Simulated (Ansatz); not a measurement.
## CaF2, pressure series

Start from CaF2 (space group Pmc2_1, No. 26; a cell from a computed database, its experimental status unchecked).

```
CELL_PARAMETERS angstrom
      3.46959     0.00000     0.00000
      0.00000     4.10549     0.00000
      0.00000     0.00000     5.87573
ATOMIC_POSITIONS crystal
  Ca 0.00000 0.14409 0.70213
  Ca 0.00000 0.85591 0.20213
  F  0.50000 0.08849 0.97952
  F  0.50000 0.91151 0.47952
  F  0.00000 0.63247 0.85135
  F  0.00000 0.36753 0.35135
```

Cell and atoms are relaxed at each pressure.

Levels (all Ansatz, a program for electronic structure, PAW, earlier PAW set): PBEsol (420 eV, no spin-orbit coupling); HSE06 (420 eV, scalar-relativistic without spin-orbit coupling).

```tsv
pressure (GPa)	band gap, PBEsol (eV)	band gap, HSE06 (eV)
-2	6.25	8.54
-1	6.29	8.59
0	6.32	8.63
0.3	6.33	8.65
0.7	?	?
3	6.38	8.73
5	6.41	8.78
7.5	6.43	8.82
10	6.44	8.84
```

Fit E_g = E₀ + αP + βP² to the rows shown and predict the withheld row.

Least squares on the printed values gives 

- PBEsol: E₀ = 6.32 eV, α = 26.4 meV/GPa, β = -1.4 meV/GPa² (largest residual 0.01 eV); this predicts 6.33 eV, and the run gives 6.34 eV, in agreement
- HSE06: E₀ = 8.63 eV, α = 39.5 meV/GPa, β = -1.9 meV/GPa² (largest residual 0.01 eV); this predicts 8.66 eV, and the run gives 8.66 eV, in agreement.

Single points use the geometry relaxed with PBEsol. HSE06 gaps are upper bounds (no full band path). Load acts through the strain it causes; cell and atoms are relaxed under it. Stability against distortions was not tested. No other phases were tried under pressure.
